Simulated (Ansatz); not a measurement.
Li on the 1x1 (110) surface of zinc-blende GaAs (cut with top plane As + Ga), one in a 1x1 cell, energies for each (23.3 Å²). Energies are against an atom of bcc Li, without zero-point or thermal terms; each row is named by its start. No converged result for: 1 more start.

Host crystal: zinc-blende GaAs, with a band gap (PBE, scalar-relativistic without spin-orbit coupling).

Level of theory: PBE (plane waves to 420 eV, PAW; Ansatz, an electronic-structure program).

Model: 11-atom slab, 8.6 Å thick at the start under the adsorbate (thin: gaps and levels are the slab's own), 6x4x1 mesh, Fermi-Dirac 0.01 eV, dipole correction, 4 atoms held, the rest relaxed; each run with such symmetry as its start has; spin-polarised, no spin-orbit, no U, no dispersion correction.

A negative adsorption energy means that the adsorbate is more stable on the surface than in its reference. Starts that drift may end in the same place. Heights count from the host atoms within 0.3 Å of the top one. Moments of ungapped slabs depend on the mesh.

| starting site | E_ads (eV) | height (Å) | nearest host atom (Å) | bonded to | change of the vacuum step (eV) | lateral drift (Å) | moment (μB) |
|---|---|---|---|---|---|---|---|
| top As | -0.25 | 0.53 | As 2.60 | As + 2 Ga | -0.81 | 2.6 | 0.8 |
| top Ga | -0.33 | 0.58 | As 2.60 | 2 As + Ga | -0.95 | 2.7 | 0.8 |
| hollow As-As-Ga-Ga | -0.25 | 0.52 | As 2.59 | As + 2 Ga | -0.81 | 0.2 | 0.8 |
| bridge As-Ga (span 5.0 Å) | -0.25 | 0.53 | As 2.60 | As + 2 Ga | -0.82 | 1.1 | 0.8 |
